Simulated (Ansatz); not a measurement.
# SnO2, pressure series

Consider SnO2 in the rutile structure (space group P4_2/mnm, No. 136).

```
SnO2
1.0
    4.82754     0.00000     0.00000
    0.00000     4.82754     0.00000
    0.00000     0.00000     3.23815
Sn O
2 4
Direct
  0.00000   0.00000   0.00000
  0.50000   0.50000   0.50000
  0.30658   0.30658   0.00000
  0.80658   0.19342   0.50000
  0.19342   0.80658   0.50000
  0.69342   0.69342   0.00000
```

Cell and atoms are relaxed at each pressure.

Levels (all Ansatz, a quantum-chemistry and plane-wave program, PAW): PBE (420 eV, no SOC); r2SCAN (500 eV, scalar-relativistic without spin-orbit coupling).

The base cell above is that of PBE; each level relaxes its own structures.

```
case              volume per atom, PBE  volume per atom, r2SCAN
----------------  --------------------  -----------------------
pressure −2 GPa               12.73 Å³                 12.21 Å³
pressure −1 GPa               12.65 Å³                 12.15 Å³
pressure 1.8 GPa              12.45 Å³                 11.98 Å³
pressure 4.2 GPa              12.29 Å³                 11.85 Å³
pressure 9 GPa                12.00 Å³                 11.61 Å³
pressure 18 GPa               11.55 Å³                 11.23 Å³
pressure 30 GPa               11.07 Å³                 10.81 Å³
pressure 45 GPa               10.59 Å³                 10.38 Å³
pressure 60 GPa               10.19 Å³                 10.02 Å³
```

PBE lies above r2SCAN in every row, by 0.18 Å³ to 0.52 Å³. They put the cases in the same order.

Load acts through the strain it causes; cell and atoms are relaxed under it. Whether these cells are dynamically stable was not tested. Competing high-pressure phases were not computed.
